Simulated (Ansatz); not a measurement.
Given:

```yaml
crystal:
  lattice:
    - [0.00000, 2.06244, 2.06244]
    - [2.06244, 0.00000, 2.06244]
    - [2.06244, 2.06244, 0.00000]
  atoms:
    - { symbol: Ag, position: [0.00000, 0.00000, 0.00000] }
```

No spin polarisation.

Method: Ansatz (a program for electronic structure), PBE, PAW, cutoff 420 eV, spin-orbit coupling left out, earlier PAW set. Settings: 27×27×27 k-points, 0.1 eV Fermi–Dirac smearing.

Task: Predict the band gap, pressure and space group.

Result: 
```json
{
 "band_gap": "zero",
 "pressure": "1.7 GPa",
 "space_group": "Fm-3m (No. 225)"
}
```

The cells carry an imposed strain or load. Whether these cells are dynamically stable was not tested. The cell was made from Ag in the fcc (Cu type) structure (space group Fm-3m, No. 225) by this change: isotropic strain −0.58 %.
